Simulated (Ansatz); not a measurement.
The starting structures come from a database of crystals and need not be the phases stable at ambient conditions.

Consider the following.

```yaml
crystal:
  lattice:
    - [4.17804, 0.00000, 0.00000]
    - [0.00000, 6.03859, 0.00000]
    - [0.00000, 3.01929, 1.74319]
  atoms:
    - { symbol: Mg, position: [0.25000, 0.33333, 0.00000] }
    - { symbol: Mg, position: [0.75000, 0.66667, 0.00000] }
    - { symbol: O, position: [0.75000, 0.33333, 0.00000] }
    - { symbol: O, position: [0.25000, 0.66667, 0.00000] }
```

The cell is taken as given.

Transport runs along the normal of the first two printed cell vectors, the (110) plane of the conventional cell.

The gap is the functional's own, uncorrected, and κ follows it; spin-orbit coupling is left out. Mid-gap means the computed energy nearest the middle.

Task: State the band gap and the smallest decay constant κ at mid-gap according to r2SCAN (Ansatz, a first-principles code).

Result: Gap 4.10 eV on a 8×18×18 mesh; κ = 0.343 1/Å, at the zone centre.
